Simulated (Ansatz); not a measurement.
Start from SnS in the GeS type structure (space group Pnma, No. 62).

```xyz
8
Lattice="11.1555 0.0000 0.0000 0.0000 3.9999 0.0000 0.0000 0.0000 4.2608" Properties=species:S:1:pos:R:3 pbc="T T T"
Sn     6.8988     2.9999     2.6066
Sn     9.8344     1.0000     0.4762
Sn     4.2567     1.0000     1.6542
Sn     1.3210     2.9999     3.7846
S      3.9364     2.9999     4.1554
S      1.6413     1.0000     2.0250
S      7.2191     1.0000     0.1054
S      9.5141     2.9999     2.2358
```

Calculations: plane-wave PAW DFT at the PBE-D3(BJ) level (Ansatz, a first-principles code, 420 eV), no spin-orbit coupling, earlier PAW set.

For the base:

```
Property    Result
--------  --------
Pressure  0.00 GPa
```

One thing is altered: every lattice vector is shortened by 1.28 %, atoms relaxed at fixed cell.

What happens to the pressure?

The pressure (mean of the normal stresses, compression positive) goes from zero to 1.69 GPa.

Estimate the effect on the energy relative to the base.

The energy rises by 4.5 meV/atom.

Predict the new largest internal atomic displacement.

The largest internal atomic displacement comes out as 0.032 Å.

The cells carry an imposed strain or load. Whether these cells are dynamically stable was not tested.
